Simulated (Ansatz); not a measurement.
Levels about the gap of amorphous Ga₂₄O₃₉Y₂ (65 atoms in a cell of 821 Å³, 5.01 g/cm³; zone centre alone, so wide bands show as single levels with stretches between that a denser mesh fills), at the geometry that PBE relaxed, where it gives 0.6 GPa on a denser mesh. The participation number counts the atoms over which a state spreads; weights are charges in smoothed Voronoi cells. The levels come from a single point, so bond lengths are those of that geometry. Method of the levels: PBE, scalar-relativistic without spin-orbit coupling (Ansatz, a quantum-chemistry and plane-wave program). Sampling: the zone centre alone; Fermi-Dirac width 0.02 eV; no spin polarisation. At PBE the levels at the filled edge of the gap are localised (band-tail or defect states), and the nearest spread-out levels lie 2.2 eV apart at the zone centre.

Preparation: random packing, a CHGNet melt and quench, and a DFT relaxation. O atoms were pushed apart under 1.9 Å during the dynamics, to hinder bonds among them. The hot cell started wider than the set density and was brought back towards it in steps. It is the lowest in DFT energy of 2 quenches. It is a model cell: composition and starting density were chosen by hand, and all elements were melted together. No dispersion term was used. Its density started from a set value of 5.01 and ended at 5.01 g/cm³. The quench (nominally 220 K/ps over its main leg) was far faster than any real one, so the model tends to hold more defects than a real film. One small periodic cell is one sample of the glass; other quenches scatter about these values. The volume was held where the preparation left it and the shape relaxed, at a PBE pressure of 0.6 GPa. Stress components on the final sampling reach 0.6 GPa.

```tsv
E - E(highest filled), eV	filling	participation number	largest on	weight O	weight Ga	weight Y
-0.62	filled	11.8	O, 3 neighbours	0.94	0.05	0.00
-0.59	filled	11.5	O, 3 neighbours	0.94	0.05	0.01
-0.52	filled	14.2	O, 3 neighbours	0.95	0.04	0.01
-0.49	filled	11.4	O, 3 neighbours	0.95	0.05	0.01
-0.42	filled	6.1	O, 3 neighbours	0.94	0.04	0.02
-0.18	filled	5.0	O, 3 neighbours	0.96	0.04	0.00
0.00	filled	3.6	O, 3 neighbours	0.95	0.04	0.01
1.64	empty	59.3	Ga, 4 neighbours	0.55	0.44	0.02
3.84	empty	15.3	Ga, 4 neighbours	0.55	0.43	0.02
4.12	empty	34.9	Ga, 4 neighbours	0.57	0.40	0.03
4.29	empty	42.0	Ga, 4 neighbours	0.56	0.41	0.03
4.34	empty	34.3	Ga, 4 neighbours	0.57	0.41	0.02
4.50	empty	46.5	Ga, 4 neighbours	0.56	0.41	0.03
4.64	empty	32.4	Ga, 4 neighbours	0.52	0.42	0.06
```

Most localised among these is the filled level at +0.00 eV, on a O atom, which has 3 neighbours (Ga 1.82 Å, Ga 1.87 Å, Y 2.37 Å).
